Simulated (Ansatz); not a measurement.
## CdS: response to strain

Consider CdS in the zinc blende structure (space group F-43m, No. 216; a = 5.878 Å). Axes: x, y, z lie along the cube axes.

Strains are applied to the cell and any free atomic positions relax.

Level of theory: r2SCAN (Ansatz, a quantum-chemistry and plane-wave program, PAW, spin-orbit coupling left out).

Notes on the quantities. energy relative to the base: free energy F; pressure: mean of the normal stresses, compression positive.

```csv
case,energy relative to the base,band gap,pressure,volume per atom
base,0 meV/atom,1.54 eV,0.01 GPa,25.38 Å³
tensor shear ε_xy = +1.14 %,+1.1 meV/atom,1.49 eV,0.00 GPa,25.38 Å³
tensor shear ε_xy = +1.43 %,+1.7 meV/atom,1.48 eV,-0.01 GPa,25.38 Å³
tensor shear ε_xy = +0.57 %,+0.3 meV/atom,1.52 eV,0.00 GPa,25.38 Å³
tensor shear ε_xy = +2.00 %,+3.3 meV/atom,1.45 eV,-0.02 GPa,25.37 Å³
tensor shear ε_xy = +0.29 %,+0.1 meV/atom,1.53 eV,0.00 GPa,25.38 Å³
tensor shear ε_xy = +1.71 %,+2.4 meV/atom,1.47 eV,-0.01 GPa,25.37 Å³
tensor shear ε_xy = +0.86 %,+0.6 meV/atom,1.51 eV,0.00 GPa,25.38 Å³
```

Semilocal Kohn–Sham gaps tend to fall short of experiment. No phonon test of stability was made.
